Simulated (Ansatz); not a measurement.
The parent structure is AgCl in the rock salt structure (space group Fm-3m, No. 225; a = 5.6115 Å).

Calculations: PBE (Ansatz, an electronic-structure program; PAW; 420 eV plane waves; scalar-relativistic without spin-orbit coupling).

Base values:

| Quantity | Result |
|---|---|
| Pressure | 0.0 kbar |

Now apply this change: the cell is scaled by 1.0100 in all directions, atoms relaxed at fixed cell.

Question: What does the calculation give for the pressure and mean gap deformation potential ΔEg/Δln V after the change?

Answer: The pressure goes from zero to -11.6 kbar; the mean gap deformation potential ΔEg/Δln V is +0.5 eV.

The cells carry an imposed strain or load. No phonon test of stability was made.
